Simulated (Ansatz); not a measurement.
```yaml
crystal:
  lattice:
    - [0.00000, 2.12691, 2.12691]
    - [2.12691, 0.00000, 2.12691]
    - [2.12691, 2.12691, 0.00000]
  atoms:
    - { symbol: Mg, position: [0.00000, 0.00000, 0.00000] }
    - { symbol: O, position: [0.50000, 0.50000, 0.50000] }
```

Question: List the harmonic phonon frequencies (cm⁻¹; finite displacements on a 8×8×8 mesh, Ansatz, a program for electronic structure, PBE functional, plane-wave PAW, k mesh 8×8×8) at q = (0.125, 0.375, -0.375), (0.000, 0.375, -0.375), (0.000, 0.000, 0.250), in fractions of this cell's reciprocal vectors. At Γ leave out the LO-TO shift.

Answer: 
- (0.125, 0.375, -0.375): 294, 341, 393, 402, 454, 503
- (0.000, 0.375, -0.375): 279, 369, 378, 391, 467, 498
- (0.000, 0.000, 0.250): 172, 172, 315, 358, 358, 647
